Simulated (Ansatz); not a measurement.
Consider ZrS$_{2}$ in the CdI2 type structure (space group P-3m1, No. 164; a = 3.5781 Å, c = 5.5398 Å; layered, stacked along the Cartesian z axis).

Perturbation: full substitution S → O; the structure is relaxed again.

Levels (all Ansatz, a program for electronic structure, PAW): PBEsol-D3(BJ) (420 eV, spin-orbit coupling left out); r2SCAN (500 eV, without spin-orbit coupling); HSE06 (420 eV, no spin-orbit coupling).

At the geometry relaxed with PBEsol-D3(BJ), these levels gave the following band gaps, in shuffled order: (a) 3.92 eV, (b) 4.46 eV, (c) 5.58 eV.

**Question.** Match each gap to its level.

**Answer.** (a) PBEsol-D3(BJ); (b) r2SCAN; (c) HSE06.

Single points use the geometry relaxed with PBEsol-D3(BJ). HSE06 was sampled on its mesh, a few special points and the semilocal edge points, so its gap is an upper bound. Whether these cells are dynamically stable was not tested. As relaxed here, ZrO2 is a hypothetical phase, not in the database extracts checked.
